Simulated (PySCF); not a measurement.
PySCF 2.14.0, WB97X/def2-tzvp, df: germanium monoxide ([O]=[Ge]), 2 atoms. The geometry is a generated start, not checked to be a minimum at this level.

| Quantity | Result |
|---|---|
| task | energy and gradient |
| method | wb97x |
| basis | def2-tzvp |
| two-electron scheme | density fitting |
| mol.max_memory | 7000 MB |
| mf.init_guess | minao (default) |
| mf.DIIS | CDIIS (default) |
| mf.diis_space | 8 (default) |
| mf.conv_tol | 1e-09 (default) |
| basis functions (reference run) | 79 |
| grid points (reference run) | 191192 |

```xyz
2

Ge     0.7875    -0.0181     0.0094
O     -0.7875     0.0181    -0.0094
```

Yardstick: the run with mf.grids.level = 8, which is not proven converged either. One run each, on a shared machine, so no times are given.

Measured:

| setting | grid points | energy against the reference | difference in forces (largest component) |
|---|---|---|---|
| the reference | 191192 | — | — |
| mf.grids.level = 6 | 125816 | +0.016 meV/atom | 4.1 meV/Å |
| mf.grids.level = 5 | 87720 | −0.019 meV/atom | 2.2 meV/Å |
| mf.grids.level = 4 | 58448 | +0.070 meV/atom | 1.5 meV/Å |
| mf.grids.level = 2 | 24248 | +0.34 meV/atom | 16 meV/Å |
| mf.grids.level = 1 | 12600 | −3.5 meV/atom | 13 meV/Å |
| mf.grids.level = 0 | 3536 | +270 meV/atom | 44 meV/Å |

Problem. Estimate the difference from the reference for mf.grids.level = 3 (default).

Solution. grid points: 34728; energy against the reference: −0.12 meV/atom; difference in forces (largest component): 14 meV/Å. Total energies are compared; such shifts often cancel in part in energy differences. The gradients leave out the derivatives of the grid weights.
